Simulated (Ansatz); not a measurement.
The parent structure is Te (space group P3_121, No. 152; a = 4.624 Å, c = 5.903 Å; made of chains).

Levels (all Ansatz, a first-principles code, PAW): r2SCAN (500 eV, no spin-orbit coupling); HSE06 (420 eV, no spin-orbit coupling).

The geometry is relaxed with r2SCAN.

r2SCAN band gap: 0.55 eV

Task: How does going to HSE06 change the band gap?

Result: The band gap increases by 0.30 eV to 0.85 eV.

Single points use the geometry relaxed with r2SCAN. HSE06 gaps are upper bounds (no full band path). With Te present, leaving out spin-orbit coupling can change the band edges. Stability against distortions was not tested. No dispersion term is included, though the crystal is made of layers, chains or molecules, so its spacings can come out too wide.
